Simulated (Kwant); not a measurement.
System: wire with a side stub in a InAs two-dimensional gas. Effective mass 0.023 mₑ, grid spacing 5 nm, hard walls, nominal width 150 nm (29 grid rows, so walls 150 nm apart), one parabolic valley, scattering region 450 nm long along x; energies count from the band bottom; Fermi energy swept from 0.0005813 to 0.006903 eV. Closed stub on one side, 100 nm wide and 290 nm deep.

The device is made up for the run: typed textbook-type constants, with dimensions and the other settings drawn at random.

Computed with Kwant: effective-mass tight-binding model on a square grid, one spin, coherent transport at 0 K. Conductance is in e²/h.

Q: How many channels do the leads carry at E = 4.25, 4.30, 4.62 meV?

A: The hard-wall thresholds are n² ħ²π²/(2mW²) = n² × 0.727 meV with W = 150 nm. √(4.25/0.727) = 2.42, so 2. √(4.30/0.727) = 2.43, so 2. √(4.62/0.727) = 2.52, so 2.
